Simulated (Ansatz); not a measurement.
**Pressure series in AlBO3**

The reference is AlBO$_{3}$ (space group R-3c, No. 167; a = 4.4753 Å, c = 13.7376 Å (hexagonal axes)).

Cell and atoms are relaxed at each pressure.

Calculations: Ansatz (a quantum-chemistry and plane-wave program) PBEsol, without spin-orbit coupling.

| case | electron mass | volume per atom |
|---|---|---|
| base | – | 7.94 Å³ |
| pressure −2 GPa | 1.0 mₑ along k, 0.87 mₑ across (off the special points) | ___ |
| pressure −1 GPa | – | 7.98 Å³ |
| pressure 0.3 GPa | – | 7.93 Å³ |
| pressure 1.5 GPa | 1.0 mₑ along k, 0.93 mₑ across (off the special points) | ___ |
| pressure 3 GPa | 1.1 mₑ along k, 0.96 mₑ across (off the special points) | ___ |
| pressure 5 GPa | 1.1 mₑ along k, 0.99 mₑ across (off the special points) | 7.76 Å³ |
| pressure 7.5 GPa | 1.1 mₑ along k, 1.0 mₑ across (off the special points) | 7.68 Å³ |
| pressure 10 GPa | 1.00 mₑ (off the special points) | ___ |

Task: Fill in the withheld entries from the trend.

Result: 
- pressure −2 GPa, volume per atom: 8.02 Å³
- pressure 1.5 GPa, volume per atom: 7.89 Å³
- pressure 3 GPa, volume per atom: 7.83 Å³
- pressure 10 GPa, volume per atom: 7.60 Å³

The levels and masses belong to the bands next to the band gap. Load acts through the strain it causes; cell and atoms are relaxed under it. Masses are band curvatures over ±0.01 Å⁻¹ around the edge. Along k means along the line from Γ to the band edge. Stability against distortions was not tested. No other phases were tried under pressure.
